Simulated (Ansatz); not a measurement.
CsCl-type CoGa, treated with r²SCANh (Ansatz, a first-principles code, PAW).

Numerical settings: plane-wave cutoff 520 eV, 10×10×10 k mesh, Fermi–Dirac smearing 0.05 eV, no spin polarisation, scalar-relativistic PAW data made under PBE.

Pressure at four volumes; x = ln(V/11.340 Å³). One pressure is withheld.

```
V (Å³/atom)        x  P (GPa)
-----------  -------  -------
10.773       -0.0513    12.45
11.340        0.0000     0.18
11.508        0.0147    -2.84
11.907        0.0488        ?
```

Question: Pass a parabola P(x) through the three rows shown, estimate the bulk modulus and its pressure derivative near zero pressure, and predict the withheld pressure.

Answer: Slopes between the rows: (0.18 − (12.45))/(0.0000 − (-0.0513)) = -239.18 and (-2.84 − (0.18))/(0.0147 − (0.0000)) = -205.44 GPa. Their difference over the span 0.0660 is c = 33.74/0.0660 = 511.2 GPa, so P(x) = 12.45 + (-239.18)(x − (-0.0513)) + 511.2 (x − (-0.0513))(x − (0.0000)). At the middle row B = −dP/dx = −[-239.18 + 511.2 × 0.0513] = 213.0 GPa, and B′ = dB/dP = 2c/B = 4.8. At x = 0.0488 the parabola gives -8.99 GPa; the run gives -9.09 GPa. The Birch–Murnaghan fit to the energies at all volumes has B0 = 212 GPa and B′ = 4.6.

Note: the run has no spin polarisation, so it can have missed a magnetic state.
